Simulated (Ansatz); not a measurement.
Y: response to strain

The reference is Y in the hcp (Mg type) structure (space group P6_3/mmc, No. 194; relaxed with 0.1 eV smearing).

```xyz
2
Lattice="3.5943 0.0000 0.0000 -1.7972 3.1128 0.0000 0.0000 0.0000 5.6099" Properties=species:S:1:pos:R:3 pbc="T T T"
Y      1.7972     1.0376     4.2074
Y      0.0000     2.0752     1.4025
```

Cartesian axes are those of the cell as printed.

Strains are applied to the cell and any free atomic positions relax.

The values are results of Ansatz (a quantum-chemistry and plane-wave program) PBEsol, no spin-orbit coupling, not measurements.

Notes on the quantities. energy relative to the base: free energy F.

| variant | energy relative to the base | shortest interatomic distance |
|---|---|---|
| base | 0 meV/atom | 3.489 Å |
| tensor shear ε_xz = +0.57 % | +0.3 meV/atom | 3.473 Å |
| tensor shear ε_xz = +0.86 % | +0.7 meV/atom | 3.464 Å |
| tensor shear ε_xz = +0.29 % | +0.1 meV/atom | 3.481 Å |
| tensor shear ε_xz = +1.71 % | +2.9 meV/atom | 3.442 Å |
| tensor shear ε_xz = +1.43 % | +2.1 meV/atom | 3.448 Å |
| tensor shear ε_xz = +2.00 % | (withheld) | (withheld) |
| tensor shear ε_xz = +1.14 % | +1.3 meV/atom | 3.456 Å |

Complete the table.


- tensor shear ε_xz = +2.00 %, energy relative to the base: +4.0 meV/atom
- tensor shear ε_xz = +2.00 %, shortest interatomic distance: 3.434 Å

Whether these cells are dynamically stable was not tested. The final runs are not spin-polarised.
